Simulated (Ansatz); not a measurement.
W on the 1x1 (111) surface of fcc Au (the real clean face reconstructs), one in a 2x2 cell, energies for each (29.9 Å²). Energies are against an atom of bcc W, without zero-point or thermal terms; each row is named by its start. No converged result for: 2 more starts.

All values below come from PBE (plane waves to 420 eV, PAW; Ansatz, a first-principles code).

Model: 17-atom slab, 7.2 Å thick at the start under the adsorbate (thin: gaps and levels are the slab's own), 6x6x1 mesh, Fermi-Dirac 0.1 eV, dipole correction, 8 atoms held, the rest relaxed; each run with such symmetry as its start has; spin-polarised, no spin-orbit, no U, no dispersion correction.

A negative adsorption energy means that the adsorbate is more stable on the surface than in its reference. Starts that drift may end in the same place. Heights count from the host atoms within 0.3 Å of the top one.

| starting site | E_ads (eV) | height (Å) | nearest host atom (Å) | bonded to | Δ work function (eV) | lateral drift (Å) | moment (μB) |
|---|---|---|---|---|---|---|---|
| hollow Au-Au-Au over Au at depth 4.8 Å | 5.48 | 1.94 | Au 2.62 | 3 Au | -1.43 | 0.0 | 3.7 |
| bridge Au-Au (span 2.9 Å) | 5.48 | 1.94 | Au 2.62 | 3 Au | -1.43 | 0.8 | 3.7 |
